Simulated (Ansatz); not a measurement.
SiO2 (Ama2, No. 40, 12 atoms in the cell; start mp-554573; a measured phase of this formula has another space group), treated with HSE06 (plane waves, PAW; Ansatz, a program for electronic structure).

Settings: plane-wave cutoff 460 eV, 4×6×6 k mesh (along the axes of the cell as run), Fermi–Dirac smearing 0.01 eV, scalar-relativistic PAW data made under PBE.

Cell (relaxed with PBEsol):

```
O2Si
1.0
    8.33383     0.00000     0.00000
    0.00000     4.41685     2.50475
    0.00000    -4.41685     2.50475
Si O
4 8
Direct
  0.93735   0.33080   0.66015
  0.06265   0.66015   0.33080
  0.56265   0.33080   0.66015
  0.43735   0.66015   0.33080
  0.00000   0.39823   0.39823
  0.50000   0.39823   0.39823
  0.54149   0.96879   0.53598
  0.45851   0.53598   0.96879
  0.95851   0.96879   0.53598
  0.04149   0.53598   0.96879
  0.25000   0.73674   0.42132
  0.75000   0.42132   0.73674
```

Problem. Estimate the band gap that the calculation returns.

Solution. 
band gap: 7.48 eV (on the SCF k mesh) (direct)

Note: cell and atoms aren't relaxed at this level (largest force component 0.20 eV/Å, pressure -2.2 GPa).

Cost on a shared machine: around 21 core-minutes (rough).

A start named mp-… is a Materials Project structure, which need not be a measured phase.
